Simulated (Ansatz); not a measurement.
## Hypothetical CdI2 type TeS2, response to strain

The parent structure is TeS$_{2}$ in the CdI2 type structure (space group P-3m1, No. 164; a = 3.744 Å, c = 5.460 Å; a hypothetical phase, not in the database extracts checked; layered; relaxed with 0.1 eV smearing). Axes: x lies along a and z along c of the hexagonal cell.

Strains are applied to the cell and any free atomic positions relax; under biaxial strain the out-of-plane vector relaxes too; under stress the whole cell relaxes.

Method: DFT with PBEsol-D3(BJ), PAW potentials and a 420 eV plane-wave cutoff in Ansatz (an electronic-structure program), without spin-orbit coupling.

Notes on the quantities. energy relative to the base: free energy F.

| case | energy relative to the base | volume per atom | space group |
|---|---|---|---|
| base | 0 meV/atom | 22.09 Å³ | P-3m1 (No. 164) |
| biaxial strain −0.67 %, plane normal [001], relaxed out of plane | – | 21.93 Å³ | P-3m1 (No. 164) |
| isotropic strain −0.61 % | +1.1 meV/atom | 21.69 Å³ | P-3m1 (No. 164) |
| isotropic strain +0.84 % | +2.0 meV/atom | 22.66 Å³ | P-3m1 (No. 164) |
| isotropic strain +2.15 % | +12 meV/atom | 23.55 Å³ | P-3m1 (No. 164) |
| uniaxial strain ε_yy = +2.13 % | +3.3 meV/atom | 22.56 Å³ | C2/m (No. 12) |
| uniaxial stress, 5 GPa compression along x | +16 meV/atom | 21.57 Å³ | C2/m (No. 12) |
| uniaxial stress, 3 GPa tension along x | +9.2 meV/atom | 22.35 Å³ | C2/m (No. 12) |
| uniaxial stress, 2 GPa tension along x | +3.7 meV/atom | 22.28 Å³ | C2/m (No. 12) |

Beyond what the load breaks, stability against distortions was not tested. The final runs are not spin-polarised.
